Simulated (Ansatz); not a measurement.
An Ansatz (a first-principles code) input (plane-wave PAW DFT at the PBEsol-D3(BJ) level (Ansatz, 420 eV), no spin-orbit coupling):

Ansatz 0.2 input:
```yaml
crystal:
  lattice:
    - [3.6660743599, 0, 0]
    - [1.8330371799, 3.1749135278, 0]
    - [0, 0, 17.520002232]
  atoms:
    - { symbol: Se, position: [0.3333333333, 0.3333333333, 0.4251000419] }
    - { symbol: Pt, position: [0, 0, 0.5] }
    - { symbol: Se, position: [0.6666666667, 0.6666666667, 0.5748999581] }
basis: { ecutwfc: 420, ecutrho_ratio: 4, xc_grid: 2, fft_grid_basis: typed }
kpoints: { mp_grid: { grid: [15, 15, 1] } }
hamiltonian:
  xc: pbesol
  dispersion: d3bj
  pseudopotentials: { kind: paw }
scf: { occupations: { method: fermi_dirac, width: 0.05 } }
relax: { f_tol: 0.01, max_steps: 60, cell: { stress_tol: 0.02, fix: [c, alpha, beta] } }
output: { forces: true, stress: true }
checkpoint: { write: state.ck, write_every: 1000 }
```

Which symmetry and how many k-points will the program report, and about how many plane waves at Γ?

Space group P-3m1 (ITA 164) with 12 operations, k-points 27 of 225, and 3971 plane waves at Γ.

Whether these cells are dynamically stable was not tested. The cell was made from PtSe2 in the CdI2 type structure (space group P-3m1, No. 164; layered) by this change: a free-standing slab of 1 layer (3 atoms, 3 a layer) is cut normal to the stacking axis, with 15 Å of vacuum and the in-plane cell relaxed.
